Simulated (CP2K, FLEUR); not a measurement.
A FLEUR input for a self-consistent single point of BaCd2P2 (P-3m1, 5 atoms in the cell) (DFT, LDA (Perdew-Zunger), all-electron FLAPW (FLEUR), scalar-relativistic valence):

Input of the input generator:

```
Ba(CdP)2 crystal
&input film=f /
8.1393264783 -0.0000000370 0.0000000000
-4.0696632071 7.0488635184 0.0000000000
0.0000000000 0.0000000000 13.9682111166
1.0
1.0 1.0 1.0

5
56 0.0000000000 0.0000000000 -0.0000000000
48 0.6666666667 0.3333333333 0.3696900000
48 0.3333333333 0.6666666667 0.6303100000
15 0.6666666667 0.3333333333 0.7315700000
15 0.3333333333 0.6666666667 0.2684300000

&comp jspins=1 /
&exco xctyp='pz' /
&kpt div1=5 div2=5 div3=3 /
&end /
```

```xml
<?xml version="1.0" encoding="UTF-8" standalone="no"?>
<fleurInput fleurInputVersion="0.39">
   <comment>
      Ba(CdP)2 crystal                                                                                    
   </comment>
   <calculationSetup>
      <cutoffs Kmax="4.4" Gmax="17.6" GmaxXC="17.6" numbands="0"/>
      <scfLoop itmax="80" minDistance="0.00001" maxIterBroyd="15" imix="Anderson" alpha="0.05" precondParam="0.0" spinf="2.0"/>
      <coreElectrons ctail="T" frcor="F" kcrel="0" coretail_lmax="0"/>
      <xcFunctional name="pz" relativisticCorrections="F"/>
      <magnetism jspins="1"/>
      <soc l_soc="F" theta="0.0" phi="0.0" spav="F"/>
      <expertModes spex="0" secvar="F"/>
      <geometryOptimization l_f="T" forcealpha="1.0" forcemix="BFGS" epsdisp="0.00001" epsforce="0.00001"/>
      <ldaU l_linMix="F" mixParam="0.05" spinf="1.0"/>
   </calculationSetup>
   <cell>
      <bzIntegration valenceElectrons="56.0" mode="hist" fermiSmearingEnergy="0.00036749">
         <kPointListSelection listName="default-1"/>
         <!-- k-points included here -->
         <xi:include xmlns:xi="http://www.w3.org/2001/XInclude" href="kpts.xml"> </xi:include>
      </bzIntegration>
      <!-- symmetry operations included here -->
      <xi:include xmlns:xi="http://www.w3.org/2001/XInclude" href="sym.xml"> </xi:include>
      <bulkLattice scale="1.0">
         <bravaisMatrix>
            <row-1>    8.1393264782999992    -0.0000000370000000     0.0000000000000000</row-1>
            <row-2>   -4.0696632070999996     7.0488635184000001     0.0000000000000000</row-2>
            <row-3>    0.0000000000000000     0.0000000000000000    13.9682111165999991</row-3>
         </bravaisMatrix>
      </bulkLattice>
   </cell>
   <atomSpecies>
      <species name="Barium (Ba)" element="Ba" atomicNumber="56">
         <mtSphere radius="2.63" gridPoints="925" logIncrement="0.014"/>
         <atomicCutoffs lmax="10" lnonsphr="8"/>
         <electronConfig flipSpins="F">
            <coreConfig>(1s1/2) (2s1/2) (2p1/2) (2p3/2) (3s1/2) (3p1/2) (3p3/2) (4s1/2) (3d3/2) (3d5/2) (4p1/2) (4p3/2) (4d3/2) (4d5/2)</coreConfig>
            <valenceConfig>(5s1/2) (5p1/2) (5p3/2) (6s1/2)</valenceConfig>
         </electronConfig>
         <energyParameters s="6" p="6" d="5" f="4"/>
         <lo type="SCLO" l="0" n="5" eDeriv="0"/>
         <lo type="SCLO" l="1" n="5" eDeriv="0"/>
      </species>
      <species name="Cadmium (Cd)" element="Cd" atomicNumber="48">
         <mtSphere radius="2.63" gridPoints="925" logIncrement="0.014"/>
         <atomicCutoffs lmax="10" lnonsphr="8"/>
         <electronConfig flipSpins="F">
            <coreConfig>(1s1/2) (2s1/2) (2p1/2) (2p3/2) (3s1/2) (3p1/2) (3p3/2) (4s1/2) (3d3/2) (3d5/2)</coreConfig>
            <valenceConfig>(4p1/2) (4p3/2) (5s1/2) (4d3/2) (4d5/2)</valenceConfig>
         </electronConfig>
         <energyParameters s="5" p="5" d="4" f="4"/>
         <lo type="SCLO" l="1" n="4" eDeriv="0"/>
         <lo type="HELO" l="2" n="5" eDeriv="0"/>
      </species>
      <species name="Phosphorous (P)" element="P" atomicNumber="15">
         <mtSphere radius="1.81" gridPoints="639" logIncrement="0.018"/>
         <atomicCutoffs lmax="8" lnonsphr="6"/>
         <electronConfig flipSpins="F">
            <coreConfig>(1s1/2) (2s1/2) (2p1/2) (2p3/2)</coreConfig>
            <valenceConfig>(3s1/2) (3p1/2) (3p3/2)</valenceConfig>
            <stateOccupation state="(3p1/2)" spinUp="0.5" spinDown="0.5"/>
            <stateOccupation state="(3p3/2)" spinUp="1.0" spinDown="1.0"/>
         </electronConfig>
         <energyParameters s="3" p="3" d="3" f="4"/>
      </species>
   </atomSpecies>
   <atomGroups>
      <atomGroup species="Barium (Ba)">
         <relPos label="                   1">.0000000000 .0000000000 .0000000000</relPos>
         <force calculate="T" relaxXYZ="TTT"/>
      </atomGroup>
      <atomGroup species="Cadmium (Cd)">
         <relPos label="                   2">-1.000/3.000 1.000/3.000 .3696900000</relPos>
         <relPos label="                   3">1.000/3.000 -1.000/3.000 -.3696900000</relPos>
         <force calculate="T" relaxXYZ="TTT"/>
      </atomGroup>
      <atomGroup species="Phosphorous (P)">
         <relPos label="                   4">-1.000/3.000 1.000/3.000 -.2684300000</relPos>
         <relPos label="                   5">1.000/3.000 -1.000/3.000 .2684300000</relPos>
         <force calculate="T" relaxXYZ="TTT"/>
      </atomGroup>
   </atomGroups>
   <output dos="F" band="F" slice="F">
      <checks vchk="F" cdinf="F"/>
      <bandDOS minEnergy="-.5*Htr" maxEnergy="0.5*Htr" sigma="0.015" storeEVData="T"/>
      <vacuumDOS vacdos="F" integ="F" star="F" nstars="0" locx1="0.0" locy1="0.0" locx2="0.0" locy2="0.0" nstm="0" tworkf="0.0"/>
      <unfoldingBand unfoldBand="F" supercellX="1" supercellY="1" supercellZ="1"/>
      <plotting iplot="0" polar="F">
         <plot TwoD="T" vec1="  1.0  0.0  0.0" vec2="  0.0  1.0  0.0" vec3="  0.0  0.0  1.0" zero="  0.0  0.0  0.0" file="plot"/>
      </plotting>
      <chargeDensitySlicing numkpt="0" minEigenval="0.0" maxEigenval="0.0" nnne="0" pallst="F"/>
      <specialOutput eonly="F"/>
      <magneticCircularDichroism mcd="F" energyLo="-10.0" energyUp="0.0"/>
   </output>
  <!-- We include the file relax.xml here to enable relaxations (see documentation) -->
  <xi:include xmlns:xi="http://www.w3.org/2001/XInclude" href="relax.xml"> <xi:fallback/> </xi:include>
</fleurInput>
```

**Question.** Translate this input to CP2K.

**Answer.** This is the input that was run; spellings and numerical settings could be chosen otherwise.

```
&GLOBAL
  PROJECT bulk
  RUN_TYPE ENERGY_FORCE
  PRINT_LEVEL MEDIUM
&END GLOBAL
&FORCE_EVAL
  METHOD Quickstep
  STRESS_TENSOR ANALYTICAL
  &DFT
    BASIS_SET_FILE_NAME BASIS_MOLOPT
    POTENTIAL_FILE_NAME GTH_POTENTIALS
    &QS
      METHOD GPW
      EPS_DEFAULT 1E-10
    &END QS
    &MGRID
      CUTOFF 500
      REL_CUTOFF 50
      NGRIDS 5
    &END MGRID
    &SCF
      SCF_GUESS ATOMIC
      EPS_SCF 1E-7
      MAX_SCF 100
      ADDED_MOS 8
      &DIAGONALIZATION
        ALGORITHM STANDARD
      &END DIAGONALIZATION
      &MIXING
        METHOD BROYDEN_MIXING
        ALPHA 0.4
        NBUFFER 8
        BETA 1
      &END MIXING
      &SMEAR ON
        METHOD FERMI_DIRAC
        ELECTRONIC_TEMPERATURE [K] 116.05
      &END SMEAR
    &END SCF
    &KPOINTS
      SCHEME MONKHORST-PACK 5 5 3
    &END KPOINTS
    &XC
      &XC_FUNCTIONAL PADE
      &END XC_FUNCTIONAL
    &END XC
    &PRINT
      &MO
        EIGENVALUES T
        OCCUPATION_NUMBERS T
        NDIGITS 8
        FILENAME mo
        &EACH
          QS_SCF 0
        &END EACH
        ADD_LAST NUMERIC
      &END MO
      &MULLIKEN ON
      &END MULLIKEN
    &END PRINT
  &END DFT
  &SUBSYS
    &CELL
      A 4.30714600 0.00000000 0.00000000
      B -2.15357300 3.73009800 0.00000000
      C 0.00000000 0.00000000 7.39165900
      PERIODIC XYZ
    &END CELL
    &COORD
      SCALED
      Ba       0.00000000     0.00000000     0.00000000
      Cd       0.66666700     0.33333300     0.36969000
      Cd       0.33333300     0.66666700     0.63031000
      P        0.66666700     0.33333300     0.73157000
      P        0.33333300     0.66666700     0.26843000
    &END COORD
    &KIND Ba
      BASIS_SET DZVP-MOLOPT-SR-GTH-q10
      POTENTIAL GTH-PADE-q10
    &END KIND
    &KIND Cd
      BASIS_SET DZVP-MOLOPT-SR-GTH-q12
      POTENTIAL GTH-PADE-q12
    &END KIND
    &KIND P
      BASIS_SET DZVP-MOLOPT-SR-GTH-q5
      POTENTIAL GTH-PADE-q5
    &END KIND
  &END SUBSYS
  &PRINT
    &FORCES ON
    &END FORCES
    &STRESS_TENSOR ON
    &END STRESS_TENSOR
  &END PRINT
&END FORCE_EVAL
```

Basis settings and potentials, where a program has them, do not carry over. This input uses DFT LDA (Pade form), GPW, DZVP-MOLOPT-SR-GTH basis, GTH-PADE potentials (GTH_POTENTIALS). LDA parametrisations can differ slightly between programs.

The starting cell comes from a database of computed structures (which also holds hypothetical and non-ambient phases and stackings), without a prior relaxation at this level. Its lattice was rescaled by a random factor within 2.5 % of one. For this run, on top of that: lattice scaled by 0.98.
